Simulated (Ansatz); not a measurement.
The parent structure is Al$_{2}$Pt (space group Fm-3m, No. 225).

```yaml
crystal:
  lattice:
    - [0.00000, 2.94805, 2.94805]
    - [2.94805, 0.00000, 2.94805]
    - [2.94805, 2.94805, 0.00000]
  atoms:
    - { symbol: Al, position: [0.25000, 0.25000, 0.25000] }
    - { symbol: Al, position: [0.75000, 0.75000, 0.75000] }
    - { symbol: Pt, position: [0.00000, 0.00000, 0.00000] }
```

Cartesian axes are those of the cell as printed.

Computed with PBEsol (Ansatz, a first-principles code; PAW; 420 eV plane waves; scalar-relativistic without spin-orbit coupling).

Free-standing slabs (3 atom(s) a layer) normal to [111] with 15 Å of vacuum; in-plane cell held at bulk.

One change was made to it. Results:

```csv
quantity,base,after
shortest interatomic distance,2.553 Å,2.479 Å
band gap,zero,zero
```

### Question
Which of these changes matches the shifts?
A. 3 layers
B. 6 layers
C. 1 layer

### Answer
C, 1 layer. For comparison, the shortest interatomic distance in the other runs: 6 layers gives 2.490 Å; 3 layers gives 2.488 Å.

No phonon test of stability was made. The final runs are not spin-polarised.
